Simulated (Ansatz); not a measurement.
A computed series for PbS: pressure series

Take PbS in the rock salt structure (space group Fm-3m, No. 225; a = 5.9028 Å) as the base.

Cell and atoms are relaxed at each pressure.

The values are results of Ansatz (a program for electronic structure) PBEsol, without spin-orbit coupling, earlier PAW set, not measurements.

Candidates:
(a) pressure 1.5 GPa
(b) pressure 0.3 GPa
(c) pressure 0.7 GPa
(d) pressure 3 GPa
(e) pressure −1 GPa

Before the change:

```
Property    Value
--------  -------
Band gap  0.20 eV
```

Q: Order them by band gap, lowest first.

A: (d) pressure 3 GPa (zero), (a) pressure 1.5 GPa (0.11 eV), (c) pressure 0.7 GPa (0.16 eV), (b) pressure 0.3 GPa (0.18 eV), (e) pressure −1 GPa (0.27 eV)

With Pb present, leaving out spin-orbit coupling can change the band edges. Load acts through the strain it causes; cell and atoms are relaxed under it. Whether these cells are dynamically stable was not tested. All final runs are without spin polarisation. Gaps under 0.05 eV, about the width of the smearing, are given as zero. The zero or small gap of PbS can change with the level of theory.
